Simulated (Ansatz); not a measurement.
The reference is CdTe in the zinc blende structure (space group F-43m, No. 216; a = 6.5578 Å). Axes: x, y, z lie along the cube axes.

Calculations: plane-wave PAW DFT at the r2SCAN level (Ansatz, a program for electronic structure, 500 eV), scalar-relativistic without spin-orbit coupling.

Modification: every lattice vector is shortened by 2.50 %, atoms relaxed at fixed cell.

Predict the stress tensor and what it implies for the stiffness.

Stress of the strained cell less that of the base (GPa, compression positive):
```
   3.65    0.00    0.00
   0.00    3.65    0.00
   0.00    0.00    3.65
```

Then B = −ΔP/(ΔV/V₀) with ΔV/V₀ = -0.0731 gives secant stiffness values (nonlinear terms included at this strain): B ≈ 50 GPa.

As a check, the harmonic strain energy −½ V₀ Δσ:ε is 30 meV/atom; the computed energy rise is 27 meV/atom.

Whether these cells are dynamically stable was not tested.
